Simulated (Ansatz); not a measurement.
# CuGaSe2: stress against strain

CuGaSe2 (chalcopyrite, I-42d, 22.644 Å³/atom at rest, c along z) under a strain ε along c (axis z), the other axes held. PBE in Ansatz, a plane-wave DFT program (PAW, default set), 420 eV, 8×8×8 Γ-centred mesh, Fermi-Dirac smearing 0.05 eV; ions are relaxed within the symmetry of each cell. Stress is positive for a compressed cell.

Here s stands for strain and y for stress zz.

| strain (%) | stress zz (GPa) |
|---|---|
| -1.50 | 1.29 |
| -0.75 | 0.64 |
| 0.00 | 0.00 |
| 0.75 | -0.63 |
| 1.50 | -1.24 |
| 3.00 | ? |

Using a straight line, estimate the missing y at s = 3.00 from the other rows, showing the fit.

Means: s 0, y 0.012. About the means, the sum of products is -4.7475 and the sum of squares of s is 5.6250; the slope is their ratio. Least squares gives y = 0.012 - 0.8440·s. Residuals (row less fit): 0.012, -0.005, -0.012, -0.009, 0.014; standard error 0.014 (degrees of freedom: 3). The slope gives the elastic constant C33 = 84 ± 0.6 GPa. At the withheld row, y = 0.012 - 0.8440 × 3.00 = -2.520 GPa. The calculation gives -2.41 GPa, 0.110 GPa above the prediction (3.0 % of the range of y in the table). The row lies outside the fitted rows, so this is an extrapolation. From the scatter of the fitted rows alone, a prediction at this place has a standard error of 0.023 GPa, so the miss is 4.8 times that.

One order more, fitted to all 9 runs of the series, follows each within 0.01, so the miss is the next term of a smooth law. This level leaves no gap over 0.05 eV at strain -1.50, -0.75, 0.00, 0.75, 1.50, 3.00, where the mesh may be coarse. Rows are the converged runs of the series near zero and its far end; series whose fitted rows scatter by over a few per cent of the range, as at a crossing or softening among them, aren't shown in this form. Most that stay on the fit to the last digits aren't either.
